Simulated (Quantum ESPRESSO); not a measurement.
## Several settings converged on SbAs (R3m, 2 atoms in the cell)

```xyz
2
Lattice="2.0266 1.1701 3.7054 -2.0266 1.1701 3.7054 0.0000 -2.3401 3.7054" Properties=species:S:1:pos:R:3 pbc="T T T"
Sb     0.0000     0.0000     2.5968
As     0.0000     0.0000     8.5695
```

Base method: LDA (PZ), GBRV 1.5 ultrasoft (LDA) pseudopotentials (plane waves; Quantum ESPRESSO 7.5).

Base settings: ecutwfc = 40 Ry; ecutrho = 200 Ry; occupations = smearing; smearing = fd; degauss = 0.0073499 Ry; potentials = {Sb: sb_lda_v1.4.uspp.F.UPF, As: as_lda_v1.uspp.F.UPF}; K_POINTS = automatic 7 7 7 0 0 0; conv_thr = 1e-09 Ry; mixing_beta = 0.4.

The count of work is k-points × plane waves × bands × iterations; it is no time. Core times come from one kind of shared machine, to one figure; runs under 30 s give none.

**The k-point mesh**

Only quantities that move along the ladder and can be compared are tabulated.

| K_POINTS | free energy less the last step's (meV/atom) | pressure (GPa) | largest difference of a force vector from the last step's (eV/Å) | count of work / last | core time / last (rough) |
|---|---|---|---|---|---|
| automatic 2 2 2 0 0 0 | 847.98 | 3.13 | 1.874 | 0.0096 | – |
| automatic 3 3 3 0 0 0 | -80.74 | -3.14 | 0.214 | 0.014 | – |
| automatic 4 4 4 0 0 0 | -39.53 | -3.53 | 0.226 | 0.031 | – |
| automatic 6 6 6 0 0 0 | -17.72 | -3.29 | 0.079 | 0.077 | – |
| automatic 7 7 7 0 0 0 | -11.25 | -3.29 | 0.018 | 0.11 | – |
| automatic 9 9 9 0 0 0 | -4.17 | -3.21 | 0.002 | 0.20 | 0.3 |
| automatic 14 14 14 0 0 0 | -0.12 | -3.18 | 0.003 | 0.69 | 0.6 |
| automatic 16 16 16 0 0 0 | 0.00 | -3.18 | 0.000 | 1.0 | 1 |

Coarsest K_POINTS that holds the free energy within 5 meV/atom of the last step, with all finer ones: automatic 9 9 9 0 0 0, at 0.20 of the last step's count of work and about 0.3 of the last step's time; the step before is off by 11 meV/atom.

Coarsest K_POINTS that holds the forces within 0.01 eV/Å of the last step, with all finer ones: automatic 9 9 9 0 0 0, at 0.20 of the last step's count of work and about 0.3 of the last step's time; the step before is off by 0.018 eV/Å.

Coarsest K_POINTS that holds the pressure within 1 GPa of the last step, with all finer ones: automatic 3 3 3 0 0 0, at 0.014 of the last step's count of work; the step before is off by 6.3 GPa.

**The k-point mesh at a smearing width of 0.3 eV**

In this ladder: degauss = 0.02205 Ry.

Only quantities that move along the ladder and can be compared are tabulated.

```tsv
K_POINTS	free energy less the last step's (meV/atom)	pressure (GPa)	largest difference of a force vector from the last step's (eV/Å)	count of work / last	core time / last (rough)
automatic 4 4 4 0 0 0	-33.72	-3.41	0.211	0.011	–
automatic 5 5 5 0 0 0	-21.12	-3.34	0.100	0.016	–
automatic 6 6 6 0 0 0	-10.46	-3.20	0.054	0.028	–
automatic 9 9 9 0 0 0	-1.32	-3.11	0.002	0.074	0.1
automatic 13 13 13 0 0 0	-0.02	-3.08	0.001	0.20	0.3
automatic 19 19 19 0 0 0	0.00	-3.08	0.000	0.58	0.6
automatic 23 23 23 0 0 0	0.00	-3.08	0.000	1.0	1
```

Coarsest K_POINTS that holds the forces within 0.02 eV/Å of the last step, with all finer ones: automatic 9 9 9 0 0 0, at 0.074 of the last step's count of work and about 0.1 of the last step's time; the step before is off by 0.054 eV/Å.

Coarsest K_POINTS that holds the pressure within 0.05 GPa of the last step, with all finer ones: automatic 9 9 9 0 0 0, at 0.074 of the last step's count of work and about 0.1 of the last step's time; the step before is off by 0.12 GPa.

Coarsest K_POINTS that holds the free energy within 0.5 meV/atom of the last step, with all finer ones: automatic 13 13 13 0 0 0, at 0.20 of the last step's count of work and about 0.3 of the last step's time; the step before is off by 1.3 meV/atom.

**The mesh under tetrahedron occupations**

In this ladder: occupations = tetrahedra_opt; smearing = default; degauss = default.

Only quantities that move along the ladder and can be compared are tabulated.

```tsv
K_POINTS	free energy less the last step's (meV/atom)	pressure (GPa)	largest difference of a force vector from the last step's (eV/Å)	count of work / last	core time / last (rough)
automatic 4 4 4 0 0 0	-39.92	-3.55	0.229	0.022	–
automatic 5 5 5 0 0 0	-24.06	-3.49	0.133	0.029	–
automatic 6 6 6 0 0 0	-16.70	-3.19	0.075	0.055	–
automatic 10 10 10 0 0 0	-2.39	-3.16	0.007	0.20	0.2
automatic 15 15 15 0 0 0	-0.05	-3.14	0.001	0.59	0.6
automatic 18 18 18 0 0 0	0.00	-3.14	0.000	1.0	1
```

Coarsest K_POINTS that holds the pressure within 0.1 GPa of the last step, with all finer ones: automatic 6 6 6 0 0 0, at 0.055 of the last step's count of work; the step before is off by 0.35 GPa.

Coarsest K_POINTS that holds the forces within 0.01 eV/Å of the last step, with all finer ones: automatic 10 10 10 0 0 0, at 0.20 of the last step's count of work and about 0.2 of the last step's time; the step before is off by 0.075 eV/Å.

Coarsest K_POINTS that holds the free energy within 1 meV/atom of the last step, with all finer ones: automatic 15 15 15 0 0 0; the step before is off by 2.4 meV/atom.

On the base run: the starting cell comes from a database of computed structures (which also holds hypothetical and non-ambient phases and stackings), without a prior relaxation at this level. Its lattice was rescaled by up to half a per cent. One atom was moved a little off its site on purpose. In the base run, with a pressure of about -3 GPa the cell is away from its equilibrium volume at this level. The run gives no clean gap (levels at the Fermi energy touch, overlap or are partly filled at this smearing), which alone does not show that the compound is a metal.
